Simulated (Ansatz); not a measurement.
Hypothetical diamond Au, pressure series

Start from Au in the diamond structure (space group Fd-3m, No. 227; a = 6.0250 Å; a hypothetical phase, not in the database extracts checked).

Cell and atoms are relaxed at each pressure.

Computed with PBEsol, PAW, 420 eV (Ansatz, a program for electronic structure; spin-orbit coupling left out).

```tsv
pressure (GPa)	volume per atom (Å³/atom)
-2	28.229
-1	?
0	27.339
0.3	27.223
0.7	27.073
3	26.301
5	25.731
7.5	25.113
10	24.573
```

Question: Fit the third-order Birch–Murnaghan form P(V) = (3B₀/2)[(V₀/V)^(7/3) − (V₀/V)^(5/3)]·[1 + (3/4)(B₀′ − 4)((V₀/V)^(2/3) − 1)] (squares taken in P) to the rows shown and predict the withheld row.

Answer: Least squares on the printed values gives V₀ = 27.343 Å³/atom, B₀ = 69.1 GPa, B₀′ = 5.7; this predicts 27.759 Å³/atom, and the run gives 27.764 Å³/atom, 0.005 higher.

Load acts through the strain it causes; cell and atoms are relaxed under it. Whether these cells are dynamically stable was not tested. No other phases were tried under pressure.
